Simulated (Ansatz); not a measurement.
**Several settings converged on LaGe2Pd2 (I4mm, 5 atoms in the cell)**

```yaml
crystal:
  lattice:
    - [-2.18820, 2.18820, 5.03688]
    - [2.18820, -2.18820, 5.03688]
    - [2.18820, 2.18820, -5.03688]
  atoms:
    - { symbol: La, position: [0.00496, 0.00496, 0.00000] }
    - { symbol: Ge, position: [0.62413, 0.62413, 0.00000] }
    - { symbol: Ge, position: [0.37587, 0.37587, 0.00000] }
    - { symbol: Pd, position: [0.25000, 0.75000, 0.50000] }
    - { symbol: Pd, position: [0.75000, 0.25000, 0.50000] }
```

Base method: LDA (PW92), default PAW files made with PBE (plane waves; Ansatz, a program for electronic structure).

Base settings: basis.ecutwfc = 420 eV; kpoints.mp_grid.grid = 5 5 5; hamiltonian.xc = lda; hamiltonian.pseudopotentials = {kind: paw} (the program's default PAW files); scf.occupations.method = fermi_dirac; scf.occupations.width = 0.1 eV.

The count of work is k-points × plane waves × bands × iterations; it is no time. Core times come from one kind of shared machine, to one figure; runs under 30 s give none.

**The cutoff for other potential files**

Level: DFT, LDA (PW92), plane waves, harder PAW files (source: ansatz) made with PBE.

In this ladder: hamiltonian.pseudopotentials = {kind: paw, source: ansatz}.

The second cell is the first with its lattice scaled by 0.98.

The mesh stays at the base's, so the ladder's end is converged at best in this setting alone.

The first pressure column holds Ansatz's estimate of the finite-basis (Pulay) stress, which hides part of the cutoff error; the other is without it.

Only quantities that move along the ladder and can be compared are tabulated.

| basis.ecutwfc | free energy less the last step's (meV/atom) | energy of the compressed cell less the first (meV/atom) | pressure (GPa) | pressure without the Pulay estimate (GPa) | largest difference of a force vector from the last step's (eV/Å) | count of work / last | core time / last (rough) |
|---|---|---|---|---|---|---|---|
| 370 eV | 7188.52 | -30.95 | -5.52 | -258.88 | 0.113 | 0.092 | – |
| 450 eV | 1714.99 | -10.39 | -5.30 | -86.20 | 0.023 | 0.13 | – |
| 575 eV | 116.15 | -9.32 | -5.01 | -14.14 | 0.001 | 0.19 | – |
| 695 eV | 3.72 | -10.33 | -5.06 | -5.51 | 0.000 | 0.26 | – |
| 820 eV | 0.64 | -10.39 | -5.06 | -5.07 | 0.000 | 0.35 | 0.3 |
| 985 eV | 0.40 | -10.39 | -5.06 | -5.07 | 0.000 | 0.43 | 0.3 |
| 1230 eV | 0.18 | -10.39 | -5.06 | -5.07 | 0.000 | 0.64 | 0.3 |
| 1640 eV | 0.00 | -10.39 | -5.06 | -5.07 | 0.000 | 1.0 | 1 |

Coarsest basis.ecutwfc that holds the pressure without the Pulay estimate within 0.5 GPa of the last step, with all finer ones: 695 eV, at 0.26 of the last step's count of work; the step before is off by 9.1 GPa.

Coarsest basis.ecutwfc that holds the forces within 0.005 eV/Å of the last step, with all finer ones: 575 eV, at 0.19 of the last step's count of work; the step before is off by 0.023 eV/Å.

Coarsest basis.ecutwfc that holds the free energy within 2 meV/atom of the last step, with all finer ones: 820 eV, at 0.35 of the last step's count of work and about 0.3 of the last step's time; the step before is off by 3.7 meV/atom.

The energy difference between the two cells stays within 1 meV/atom of the last step's from 695 eV on, the total only from 820 eV on: much of the error is common to both cells and cancels.

At the lowest cutoff the pressure without the Pulay estimate lies 254 GPa under the last step's, the usual sign of Pulay stress in an incomplete plane-wave basis.

**The density cutoff**

The second cell is the first with its lattice scaled by 0.98.

The mesh stays at the base's, so the ladder's end is converged at best in this setting alone.

Only quantities that move along the ladder and can be compared are tabulated.

```tsv
basis.ecutrho_ratio	free energy less the last step's (meV/atom)	energy of the compressed cell less the first (meV/atom)	pressure (GPa)	largest difference of a force vector from the last step's (eV/Å)
2	-12.46	-9.36	-4.48	0.013
3	-0.24	-10.73	-5.09	0.000
4	0.00	-10.70	-5.10	0.000
5	0.00	-10.70	-5.10	0.000
6	0.00	-10.70	-5.10	0.000
8	0.00	-10.70	-5.10	0.000
10	0.00	-10.70	-5.10	0.000
12	0.00	-10.70	-5.10	0.000
16	0.00	-10.70	-5.10	0.000
```

Coarsest basis.ecutrho_ratio that holds the forces within 0.005 eV/Å of the last step, with all finer ones: 3; the step before is off by 0.013 eV/Å.

Coarsest basis.ecutrho_ratio that holds the pressure within 0.1 GPa of the last step, with all finer ones: 3; the step before is off by 0.62 GPa.

Coarsest basis.ecutrho_ratio that holds the energy of the compressed cell less the first within 0.5 meV/atom of the last step, with all finer ones: 3; the step before is off by 1.3 meV/atom.

**The relaxed cell against the cutoff**

On LaGe₂Pd₂ (I4/mmm, 5 atoms in the cell): atoms on their sites.

In this ladder: relax = cell and atoms.

The mesh stays at the base's, so the ladder's end is converged at best in this setting alone.

Only quantities that move along the ladder and can be compared are tabulated.

| basis.ecutwfc | relaxed volume (Å³/atom) | relaxation steps | core time / last (rough) |
|---|---|---|---|
| 250 eV | 18.214 | 57 | 2 |
| 295 eV | 18.482 | 21 | 1 |
| 355 eV | 18.482 | 8 | 0.4 |
| 420 eV | 18.474 | 5 | 0.5 |
| 505 eV | 18.475 | 5 | – |
| 630 eV | 18.474 | 5 | – |
| 840 eV | 18.473 | 5 | 1 |

Coarsest basis.ecutwfc that holds the relaxed volume within 0.092 Å³/atom of the last step, with all finer ones: 295 eV; the step before is off by 0.26 Å³/atom.

At the lowest cutoff the cell relaxes to a volume 1.4 % smaller than at the highest. Ansatz relaxes on a stress corrected for the finite basis.

On the base run: the starting cell comes from a database of computed structures (which also holds hypothetical and non-ambient phases and stackings), without a prior relaxation at this level. Its lattice was rescaled by up to half a per cent. One atom was moved a little off its site on purpose. Spin polarisation is off.

Left out of this page: 1 run of the series failed or unconverged.

Keys are those of Ansatz 0.2.
